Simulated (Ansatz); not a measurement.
A self-consistent single point of TiPt₃ (Pm-3m, 4 atoms in the cell) with Ansatz (a program for electronic structure).

Method: PBEsol, default PAW files made with PBE (plane waves; Ansatz).

```xyz
4
Lattice="3.8739 0.0000 0.0000 0.0000 3.8739 0.0000 0.0000 0.0000 3.8739" Properties=species:S:1:pos:R:3 pbc="T T T"
Ti     0.0000     0.0000     0.0000
Pt     1.9370     1.9370     0.0000
Pt     0.0000     1.9370     1.9370
Pt     1.9370     0.0000     1.9370
```

Reference input (self-consistent single point, DFT, PBE, plane waves, default PAW files): kpoints.mp_grid.grid = 7 7 7; hamiltonian.xc = pbe; hamiltonian.pseudopotentials = {kind: paw} (the program's default PAW files); scf.occupations.method = gaussian; scf.occupations.width = 0.272 eV. This run's input differs from it in these lines:

Ansatz 0.2 input:
```diff
@@ -15,3 +15,3 @@
 hamiltonian:
-  xc: pbe
+  xc: pbesol
   pseudopotentials:
```

The program printed (abridged):

```
SCF iter   1: F=—  HF=-39628.912850 eV  |F-HF|=—  |Δ(HF+E_count)|=         —  Δρ=1.54e-2  dr2=1.89e-1  ethr=1.77e-3  ⟨swp⟩=4.8  Hψ=2479  notcnv=0
all-band conjugate gradients solve this SCF's bands
preconditioner: auto → Kerker (q_TF=auto, 2.787 Å⁻¹)
SCF iter   2: F=—  HF=-39628.900166 eV  |F-HF|=—  |Δ(HF+E_count)|=   1.27e-2  Δρ=8.47e-3  dr2=6.29e-2  ethr=2.87e-4  ⟨swp⟩=1.0  Hψ=960  notcnv=0
SCF iter   3: F=—  HF=-39628.893336 eV  |F-HF|=—  |Δ(HF+E_count)|=   6.83e-3  Δρ=6.95e-4  dr2=1.30e-4  ethr=9.53e-5  ⟨swp⟩=1.2  Hψ=802  notcnv=0
SCF iter   4: F=—  HF=-39628.893406 eV  |F-HF|=—  |Δ(HF+E_count)|=   6.99e-5  Δρ=1.55e-4  dr2=1.67e-5  ethr=1.96e-7  ⟨swp⟩=2.1  Hψ=1404  notcnv=0
SCF iter   5: F=—  HF=-39628.893364 eV  |F-HF|=—  |Δ(HF+E_count)|=   4.12e-5  Δρ=3.16e-5  dr2=5.86e-7  ethr=2.53e-8  ⟨swp⟩=1.1  Hψ=799  notcnv=0
SCF iter   6: F=-39628.893364 eV  HF=-39628.893364 eV  |F-HF|=3.60e-8  |Δ(HF+E_count)|=   4.51e-8  Δρ=8.04e-6  dr2=6.19e-8  ethr=1.52e-10  ⟨swp⟩=5.5  Hψ=2988  notcnv=0
SCF 1 converged in 6 iterations: F = -39628.893364 eV  dr2 = 6.19e-8
Free energy (F): -39628.893364 eV
Internal energy: -39628.829306 eV  (E = F + TS)
E sigma→0 (E₀):  -39628.861335 eV
Entropy (-TS):   -0.064058 eV (-16.014 meV/atom)
Fermi energy:    22.916418 eV
--- Forces (eV/Å), atoms counted from 1 ---
  atom   1  Ti     0.00000000    -0.00000000     0.00000000
   [... zero for the other atoms too ...]
--- Stress (GPa, compression-positive) ---
        5.516600       0.000000       0.000000
        0.000000       5.516600       0.000000
        0.000000       0.000000       5.516600
  P = ⅓ Tr σ = 5.5166 GPa (55.166 kbar)
  The stress holds the Pulay correction. Without it, at fixed plane waves, as pw.x and ABINIT print it: P = 5.4569 GPa
```

The run converged in 6 iterations. Against the reference run the pressure goes from 15.46 to 5.52 GPa.

The starting cell comes from a database of computed structures (which also holds hypothetical and non-ambient phases and stackings), without a prior relaxation at this level. Its lattice was rescaled by a random factor within 2.5 % of one. Spin polarisation is off. With a pressure of about 6 GPa the cell is away from its equilibrium volume at this level. Ansatz's pressure includes its estimate of the finite-basis (Pulay) stress.
